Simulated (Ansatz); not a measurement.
Inside the gap of an insulator the Bloch states are evanescent, with a wavenumber k + iκ along the transport direction.

Given:

```yaml
crystal:
  lattice:
    - [3.15599, 0.00000, 0.00000]
    - [0.00000, 12.12442, 0.00000]
    - [1.57799, 0.00000, 2.73317]
  atoms:
    - { symbol: Mo, position: [0.00000, 0.75000, 0.00000] }
    - { symbol: Mo, position: [0.00000, 0.25000, 0.00000] }
    - { symbol: S, position: [0.33333, 0.62116, 0.33333] }
    - { symbol: S, position: [0.66667, 0.37884, 0.66667] }
    - { symbol: S, position: [0.66667, 0.12116, 0.66667] }
    - { symbol: S, position: [0.33333, 0.87884, 0.33333] }
```

The cell was relaxed by PBE-D3(BJ); by r2SCAN it stands under a pressure of 2.9 GPa.

Transport runs along the normal of the first two printed cell vectors, the (100) plane of the conventional cell.

No gap correction and no spin-orbit coupling; mid-gap is the computed energy nearest the middle.

### Question
State the band gap and the smallest decay constant κ at mid-gap according to Ansatz (a quantum-chemistry and plane-wave program) with r2SCAN.

### Answer
Gap 0.96 eV on a 12×4×12 mesh; κ = 0.195 1/Å, at (0.300, 0.000) of the in-plane reciprocal vectors. At the zone centre the slowest state has κ = 0.28 1/Å.
